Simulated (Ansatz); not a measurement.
The structure below was relaxed with PBEsol (Ansatz, a program for electronic structure, PAW, no SOC).

Space group Cm (No. 8); a = 13.854 Å, b = 6.238 Å, c = 9.802 Å, α = 90.00°, β = 134.44°, γ = 90.00°

| atom | site | symmetry | x | y | z |
|---|---|---|---|---|---|
| Pb | 2a | m | 0.0042 | 0.5000 | 0.0234 |
| Pb | 2a | m | 0.2843 | 0.0000 | 0.1767 |
| Sb | 2a | m | 0.1165 | 0.0000 | 0.4084 |
| Sb | 2a | m | 0.4036 | 0.5000 | 0.5867 |
| Te | 2a | m | 0.3983 | 0.0000 | 0.5972 |
| Te | 2a | m | 0.1853 | 0.0000 | 0.7747 |
| Te | 2a | m | 0.4880 | 0.5000 | 0.9943 |
| Te | 2a | m | 0.3076 | 0.5000 | 0.2110 |
| Te | 2a | m | 0.1121 | 0.5000 | 0.4274 |

### Question
Write out a cell with all atoms.

### Answer
```xyz
18
Lattice="13.8543 0.0000 0.0000 0.0000 6.2378 0.0000 -6.8632 0.0000 6.9977" Properties=species:S:1:pos:R:3 pbc="T T T"
Pb    -0.1024     3.1189     0.1639
Pb     9.6531     3.1189     1.2365
Sb    -1.1887     0.0000     2.8579
Sb     8.4917     0.0000     4.1057
Te     8.3465     3.1189     4.1792
Te    -2.7493     0.0000     5.4212
Te    -0.0628     3.1189     6.9575
Te     9.7409     0.0000     1.4766
Te    -1.3794     3.1189     2.9905
Pb     6.8247     0.0000     0.1639
Pb     2.7259     0.0000     1.2365
Sb     5.7384     3.1189     2.8579
Sb     1.5645     3.1189     4.1057
Te     1.4194     0.0000     4.1792
Te     4.1778     3.1189     5.4212
Te     6.8644     0.0000     6.9575
Te     2.8138     3.1189     1.4766
Te     5.5478     0.0000     2.9905
```
This is the conventional cell.

Stability against distortions was not tested. The final runs are not spin-polarised. The cell was made from Ge2Sb2Te5 by this change: Ge → Pb; the result is a hypothetical phase, not in the database extracts checked.
